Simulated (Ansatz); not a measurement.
The reference is PbZrO3 in the cubic perovskite structure (space group Pm-3m, No. 221; a = 4.141 Å; a cell from a computed database, its experimental status unchecked).

The other end (x = 1) is ZrPbTe$_{3}$ (space group Pm-3m, No. 221; a hypothetical phase, not in the database extracts checked): 33.90 Å³/atom, gap zero; this end may not be an ambient phase.

Method: PBEsol (Ansatz, a quantum-chemistry and plane-wave program), spin-orbit coupling left out.

Te replaces a fraction x of O; each row is one arrangement (x, atoms in the cell, starting space group or random), fully relaxed.

One change was made to it. Results:

| quantity | base | after |
|---|---|---|
| band gap | 2.34 eV | zero |
| volume per atom | 14.20 Å³ | 21.59 Å³ |
| mixing energy (to 0.01 eV only: unlike meshes or grids) (against an end that may be hypothetical) | – | +0.58 eV/atom |

Task: Which of these changes matches the shifts?
A. x(Te) = 0.5, 10 atoms, Pmmm
B. x(Te) = 0.333, 10 atoms, P4_2/mmc
C. x(Te) = 0.667, 10 atoms, P4/mmm
D. x(Te) = 0.667, 10 atoms, Imma

Result: B, x(Te) = 0.333, 10 atoms, P4_2/mmc. For comparison, the mixing energy in the other runs: x(Te) = 0.5, 10 atoms, Pmmm gives +0.12 eV/atom; x(Te) = 0.667, 10 atoms, P4/mmm gives +0.47 eV/atom; x(Te) = 0.667, 10 atoms, Imma gives -0.12 eV/atom.

These are small ordered cells, not random alloys; other orderings at the same x differ. With Pb and Te present, leaving out spin-orbit coupling can change the band edges. No phonon test of stability was made. The final runs are not spin-polarised. Many cubic perovskites are stable only at high temperature; tilts and polar distortions were not tested. ZrPbTe3 has a high density of states at the Fermi level and may be magnetic at this level. Under x(Te) = 0.333, 10 atoms, P4_2/mmc and x(Te) = 0.5, 10 atoms, Pmmm the cell changed shape so far that it is another structure. The zero or small gap of ZrPbTeO2 and Zr2Pb2Te3O3 can change with the level of theory.
